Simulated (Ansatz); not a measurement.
Here is the system:

```xyz
2
Lattice="0.0000 2.1628 2.1628 2.1628 0.0000 2.1628 2.1628 2.1628 0.0000" Properties=species:S:1:pos:R:3 pbc="T T T"
Si     1.0814     1.0814     1.0814
C      0.0000     0.0000     0.0000
```

Level of theory: PBEsol with spin-orbit coupling, rigid bands (plane waves, PAW; Ansatz, a quantum-chemistry and plane-wave program). Condition of this run: hydrostatic pressure 5 GPa (the target of the relaxation). How the cell was made: cell and atoms relaxed with PBEsol, then loaded as said.

Task: What conductivity effective mass do dilute electrons have at 300 K?

Result: 0.29 mₑ.

Task: Predict the hole conductivity mass (n e² τ/σ) at 300 K, by direction if it differs.

Result: 0.70 mₑ.

Task: And the band gap?

Result: 1.22 eV at this level; semilocal functionals usually fall short of the measured gap.

Rigid bands, one relaxation time for all states, no polarons.
